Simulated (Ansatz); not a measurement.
Here is the system:

```yaml
crystal:
  lattice:
    - [0.00000, 3.02440, 2.99415]
    - [3.02440, 0.00000, 2.99415]
    - [3.02440, 3.02440, 0.00000]
  atoms:
    - { symbol: Ga, position: [0.00000, 0.00000, 0.00000] }
    - { symbol: Sb, position: [0.25000, 0.25000, 0.25000] }
```

No spin polarisation.

Computed with Ansatz (an electronic-structure program) LDA, spin-orbit coupling left out. Γ-centred 13×13×13 mesh, Fermi–Dirac width 0.05 eV.

Q: Predict the pressure (mean of the normal stresses, compression positive).

A: 0.57 GPa.

Q: What is the computed space group?

A: I-4m2 (No. 119).

The cells carry an imposed strain or load. Stability against distortions was not tested. The cell was made from GaSb in the zinc blende structure (space group F-43m, No. 216) by this change: uniaxial strain ε_zz = −1.00 %.
